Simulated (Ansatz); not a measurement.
**What x(Lu) = 0.5, 4 atoms, Cmmm does to TiAl**

The parent structure is TiAl (space group P4/mmm, No. 123; a = 2.797 Å, c = 4.032 Å).

The other end (x = 1) is LuTi (space group P4/mmm, No. 123; a hypothetical phase, not in the database extracts checked): 21.34 Å³/atom, gap zero; this end may not be an ambient phase.

One thing is altered: a fraction x = 0.5 of the Al sites is given to Lu, ordered in a cell of 4 atoms (starting symmetry Cmmm) and fully relaxed.

All numbers come from Ansatz (a program for electronic structure), PBEsol, PAW, cutoff 420 eV, no spin-orbit coupling. k-mesh 10×10×16 (Γ-centred); smearing 0.05 eV (Fermi–Dirac), for the changed cell.

```json
[
 {"quantity": "volume per atom", "base": "15.78 Å³", "changed": "18.54 Å³", "shift": "+2.767 Å³"},
 {"quantity": "density", "base": "3.94 g/cm³", "changed": "6.66 g/cm³", "shift": "+2.725 g/cm³"},
 {"quantity": "shortest interatomic distance", "base": "2.797 Å", "changed": "2.923 Å", "shift": "+0.1253 Å"},
 {"quantity": "band gap", "base": "zero", "changed": "zero", "shift": "–"},
 {"quantity": "mixing energy (to 0.01 eV only: unlike meshes or grids) (against an end that may be hypothetical)", "base": "–", "changed": "+0.13 eV/atom", "shift": "–"},
 {"quantity": "deviation of the volume from the linear (Vegard-type) interpolation", "base": "–", "changed": "-0.1 %", "shift": "–"}
]
```

Final structure:

```
CELL_PARAMETERS angstrom
      3.01558    -4.20789     0.00000
      3.01558     4.20789     0.00000
      0.00000     0.00000     2.92257
ATOMIC_POSITIONS crystal
  Lu 0.00000 0.00000 0.50000
  Al 0.50000 0.50000 0.50000
  Ti 0.00000 0.50000 0.00000
  Ti 0.50000 0.00000 0.00000
```

Each cell is one ordered arrangement of few atoms, which overstates ordering effects compared with a random alloy. Stability against distortions was not tested. The final runs are not spin-polarised. An odd electron count without spin: TiAl and LuTi. LuTi2Al and LuTi have a high density of states at the Fermi level and may be magnetic at this level.
